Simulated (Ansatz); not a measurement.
SiC: alloy series

The reference is SiC in the zinc blende structure (space group F-43m, No. 216; a = 4.380 Å).

The other end (x = 1) is AlC in the zinc blende structure (space group F-43m, No. 216; a hypothetical phase, not in the database extracts checked): 12.62 Å³/atom, gap zero; this end may not be an ambient phase.

Al replaces a fraction x of Si; each row is one arrangement (x, atoms in the cell, starting space group or random), fully relaxed.

The values are results of Kohn–Sham DFT with the PBE functional, run in Ansatz (a first-principles code) with PAW and 420 eV plane waves, no SOC, not measurements.

Notes on the quantities. mixing energy: to 0.01 eV only: unlike meshes or grids; against an end that may be hypothetical.

| case | mixing energy | density | shortest interatomic distance |
|---|---|---|---|
| base | – | 3.17 g/cm³ | 1.896 Å |
| x(Al) = 0.25, 8 atoms, R3m | -0.01 eV/atom | 3.02 g/cm³ | 1.852 Å |
| x(Al) = 0.25, 8 atoms, P-4m2 | -0.03 eV/atom | 3.02 g/cm³ | 1.869 Å |
| x(Al) = 0.25, 8 atoms, Cm | -0.01 eV/atom | 3.02 g/cm³ | 1.872 Å |
| x(Al) = 0.333, 6 atoms, Imm2 | -0.03 eV/atom | 2.97 g/cm³ | 1.883 Å |
| x(Al) = 0.5, 4 atoms, P-4m2 | -0.04 eV/atom | 2.88 g/cm³ | 1.884 Å |
| x(Al) = 0.5, 8 atoms, Pmn2_1 | -0.02 eV/atom | 2.87 g/cm³ | 1.871 Å |
| x(Al) = 0.75, 8 atoms, Amm2 | -0.03 eV/atom | 2.75 g/cm³ | 1.892 Å |

Each cell is one ordered arrangement of few atoms, which overstates ordering effects compared with a random alloy. Stability against distortions was not tested. The final runs are not spin-polarised. An odd electron count without spin: AlSi3C4, AlC, AlSi2C3, AlSiC2 and Al3SiC4.
